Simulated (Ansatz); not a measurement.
TiAl$_{3}$ (I4/mmm): band-structure transport figures

```
CELL_PARAMETERS angstrom
     -1.90858     1.90858     4.27331
      1.90858    -1.90858     4.27331
      1.90858     1.90858    -4.27331
ATOMIC_POSITIONS crystal
  Ti 0.00000 0.00000 0.00000
  Al 0.50000 0.50000 0.00000
  Al 0.75000 0.25000 0.50000
  Al 0.25000 0.75000 0.50000
```

The numbers are results of PBEsol, rigid bands (plane waves, PAW, scalar-relativistic; Ansatz, an electronic-structure program), not measurements. Cell: cell and atoms relaxed with PBEsol.

| Property | Result |
|---|---|
| density of states at the Fermi level | 1.69 states/(eV·cell), both spins |
| bare Sommerfeld coefficient | 0.99 mJ/(mol of atoms·K²) |
| Drude plasma energy | 4.4 (x), 4.4 (y), 4.0 (z) eV |
| root-mean-square Fermi velocity | 5.0e5 m/s |
| resistivity times τ | 26 (x), 26 (y), 31 (z) ×10⁻²² Ω·m·s |

A metal at this level (no band gap); rigid bands, thermally averaged at 300 K, both spins. Spin-orbit coupling is left out. τ is one relaxation time for all states.

Computed structure with no diffraction record at hand here (it may be known, metastable or hypothetical): TiAl3 (I4/mmm).
